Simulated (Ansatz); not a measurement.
Base system: BeS in the zinc blende structure (space group F-43m, No. 216; a = 4.876 Å).

Perturbation: cell and atoms relaxed at a pressure of 0.3 GPa.

Levels (all Ansatz, an electronic-structure program, PAW): PBE (420 eV, scalar-relativistic without spin-orbit coupling); HSE06+SOC (420 eV, spin-orbit coupling included).

The geometry is relaxed with PBE.

- PBE band gap = 3.14 eV
- PBE valence-band top at Γ = 0.00, 0.00, 0.00 eV

With HSE06+SOC at the same geometry, the band gap rises by 0.91 eV (3.14 eV → 4.05 eV); the valence-band top at Γ (three highest Kramers pairs, from the VBM) changes from 0.00, 0.00, 0.00 eV to 0.00, 0.00, -0.10 eV. The threefold valence maximum splits by Δso ≈ 0.10 eV.

Single points use the geometry relaxed with PBE. HSE06 gaps are upper bounds (no full band path). Differences between runs with and without spin-orbit coupling are approximate. Load acts through the strain it causes; cell and atoms are relaxed under it. Stability against distortions was not tested.
